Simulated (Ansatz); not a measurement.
**A computed series for SiC: point defects**

The reference is an 8-atom supercell of SiC (space group P6_3mc, No. 186; a = 3.0778 Å, c = 10.0773 Å) at its relaxed geometry.

One neutral defect a cell, atoms relaxed at fixed cell.

Level of theory: r2SCAN (Ansatz, a program for electronic structure; PAW; 500 eV plane waves; spin-orbit coupling left out), earlier PAW set.

```json
[
 {"case": "perfect supercell", "largest displacement of a host atom from its site in the perfect cell": "–", "pressure": "0.0 GPa"},
 {"case": "H interstitial (started 1.97 Å from the nearest host atom), symmetric start", "largest displacement of a host atom from its site in the perfect cell": "0.06 Å", "pressure": "5.1 GPa"},
 {"case": "Sn on a Si site", "largest displacement of a host atom from its site in the perfect cell": "0.26 Å", "pressure": "31.2 GPa"},
 {"case": "Mg on a Si site", "largest displacement of a host atom from its site in the perfect cell": "0.36 Å", "pressure": "18.3 GPa"},
 {"case": "Si on a C site (antisite), symmetric start", "largest displacement of a host atom from its site in the perfect cell": "0.40 Å", "pressure": "41.4 GPa"}
]
```

The magnetic state is the one reached from the starting moments; the real material's order can differ, and small cells can't hold many antiferromagnetic ones. The cell is small, so the values are those of an ordered compound at a high defect concentration; dilute-limit values will differ. The mesh was chosen for an insulator and is coarse for the gapless case. Defects with a symmetric start kept the site's symmetry and may sit on a saddle; the others started slightly shaken. Seeded moments were not kept for Sn on a Si site, Mg on a Si site and Si on a C site (antisite).
